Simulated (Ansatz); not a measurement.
TiAs (P6₃/mmc, No. 194), treated with PBEsol (plane waves, PAW; Ansatz, a quantum-chemistry and plane-wave program).

Run with plane-wave cutoff 520 eV, 18×18×6 k mesh (along the axes of the cell as run), Fermi–Dirac smearing 0.05 eV, no spin polarisation, scalar-relativistic PAW data made under PBE.

Equation-of-state points:

```tsv
V (Å³/atom)	E − E_lowest (meV/atom)
16.099	11.66
16.435	2.81
16.770	0.00
17.105	2.63
17.441	10.17
```

Task: Estimate the bulk modulus and its pressure derivative from these points.

Result: V0 = 16.770 Å³/atom, B0 = 130 GPa, B′ = 4.2 (fit to the energies at full precision).

Shape and atoms are relaxed at each volume.

Note: the bulk modulus comes from volumes at which shape and atoms were relaxed.

It cost around 40 core-minutes (rough) of CPU time.
